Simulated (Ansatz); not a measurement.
Bond-angle distributions (per cent of the angles at each element, bins of 10°) of a relaxed model of amorphous Si24O48Ru at 2.28 g/cm³. All values below come from PBE, scalar-relativistic without spin-orbit coupling (plane waves to 420 eV, PAW; Ansatz, a quantum-chemistry and plane-wave program). In the spin-polarised cell the level spacing at the Fermi energy can part levels of unlike spin.

It comes from a melt-quench run on a machine-learned potential (CHGNet), relaxed afterwards by DFT. O atoms were pushed apart under 1.9 Å during the dynamics, to hinder bonds among them. The hot cell started wider than the set density and was brought back towards it in steps. It is the lowest in DFT energy of 2 quenches. It is a model cell: composition and starting density were chosen by hand, and all elements were melted together. No dispersion term was used. Its density started from a set value of 2.33 and ended at 2.28 g/cm³. The simulated quench (nominally 320 K/ps over its main leg) is rapid and tends to freeze in more defects than a deposited or slowly cooled glass has. A cell of this size samples the disorder only roughly. Volume and shape were free in the relaxation.

Bonds are counted up to Si-Si 2.60 Å, Si-O 1.90 Å, Si-Ru 2.83 Å, O-O 1.58 Å, O-Ru 2.33 Å, Ru-Ru 3.21 Å. Two cations that share two anions don't count as bonded, nor two that share one unless they lie closer than Si-Si 2.38 Å, Si-Ru 2.75 Å, Ru-Ru 3.12 Å.

```csv
angle (°),at Si,at O
50-60,0,0
60-70,0,0
70-80,0,2
80-90,1,7
90-100,1,2
100-110,55,0
110-120,40,2
120-130,2,20
130-140,0,24
140-150,0,13
150-160,0,19
160-170,0,11
170-180,0,0
```

They go with these counts of neighbours within the cut-offs, cation contacts included: Si mean 4.0, most often 4; O mean 2.1, most often 2.
